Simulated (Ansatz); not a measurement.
**Zr: pressure series**

The reference is Zr in the hcp (Mg type) structure (space group P6_3/mmc, No. 194; a = 3.231 Å, c = 5.173 Å).

Cell and atoms are relaxed at each pressure.

Levels (all Ansatz, an electronic-structure program, PAW): PBE (420 eV, no spin-orbit coupling); r2SCAN (500 eV, scalar-relativistic without spin-orbit coupling).

The base cell above is that of PBE; each level relaxes its own structures.

```tsv
case	lattice parameter a, PBE	lattice parameter a, r2SCAN
pressure −2 GPa	6.155 bohr	6.181 bohr
pressure −1 GPa	6.130 bohr	___
pressure 3 GPa	6.039 bohr	___
pressure 7 GPa	5.959 bohr	___
pressure 15 GPa	5.813 bohr	5.855 bohr
pressure 30 GPa	5.578 bohr	5.621 bohr
pressure 50 GPa	5.324 bohr	___
pressure 75 GPa	5.114 bohr	5.106 bohr
pressure 100 GPa	4.973 bohr	4.962 bohr
```

### Question
Some entries are withheld; estimate them.

### Answer

- pressure −1 GPa, lattice parameter a, r2SCAN: 6.157 bohr
- pressure 3 GPa, lattice parameter a, r2SCAN: 6.070 bohr
- pressure 7 GPa, lattice parameter a, r2SCAN: 5.992 bohr
- pressure 50 GPa, lattice parameter a, r2SCAN: 5.360 bohr

The two levels differ by at most about 0.043 bohr. They put the cases in the same order.

Load acts through the strain it causes; cell and atoms are relaxed under it. Stability against distortions was not tested. The final runs are not spin-polarised. Measured, Zr leaves this structure (for the ω phase) near 3 GPa (temperature not stated; as listed in C. Cazorla, D. Alfè, M. J. Gillan, Physical Review B (2008)).
